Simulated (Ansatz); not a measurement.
# fcc Pb (0 0 1) on tetragonal ZrO2 (0 0 1) (film strained to the substrate, started from cuts of the bulks and a machine-learned relaxation; slabs Zr6O12 and Pb4, which can lie off the formulas)

A periodic stack without vacuum, fcc Pb (0 0 1) on tetragonal ZrO2 (0 0 1) (film strained to the substrate, started from cuts of the bulks and a machine-learned relaxation; slabs Zr6O12 and Pb4, which can lie off the formulas): substrate slab Zr6O12, film Pb4, surface cells [[0, 1], [-1, 0]] and [[1, 0], [1, 1]], film strained by +1.6 and +1.6 %, outermost planes O/O and Pb/Pb as cut, which need not be the usual terminations and can put a slab off its formula.

The start was prepared with a machine-learned potential, and the result is one local minimum, with the in-plane cell held and forces under 0.04 eV/Å; the film can end far from its bulk form.

The numbers are results of PBE (plane waves to 420 eV, PAW; Ansatz, a quantum-chemistry and plane-wave program), not measurements. Scalar-relativistic, without spin–orbit coupling; the runs are not spin-polarised. Its k-point mesh 9×9×1, Fermi–Dirac width 0.05 eV.

The interface area comes out as 13.1 Å² and the period is 28.59 Å. The heights between the nearest atoms of the two slabs at the two interfaces comes out as 3.23 and 2.91 Å.

```
CELL_PARAMETERS angstrom
      3.62097    -0.00002    -0.02419
      0.00000     3.62105    -0.00271
     -1.39404    -0.01952    28.59749
ATOMIC_POSITIONS crystal
  Zr 0.52619 0.46985 0.08787
  Zr 0.03822 0.97220 0.18173
  O  0.00625 0.46928 0.05532
  O  0.02121 0.47196 0.14826
  O  0.55401 0.97420 0.21629
  O  0.52049 0.97020 0.12033
  Zr 0.57931 0.47059 0.27485
  Zr 0.11997 0.97159 0.36771
  O  0.06425 0.47387 0.24034
  O  0.10484 0.47168 0.33301
  O  0.63517 0.97661 0.40254
  O  0.59477 0.97147 0.30988
  Zr 0.66055 0.47286 0.46084
  Zr 0.18938 0.97346 0.55470
  O  0.14548 0.47675 0.42662
  O  0.18510 0.47312 0.52258
  O  0.70647 0.97396 0.58756
  O  0.67782 0.97375 0.49466
  Pb 0.18018 0.95610 0.78096
  Pb 0.65684 0.45557 0.70062
  Pb 0.27942 0.95780 0.95355
  Pb 0.75206 0.45649 0.87380
```
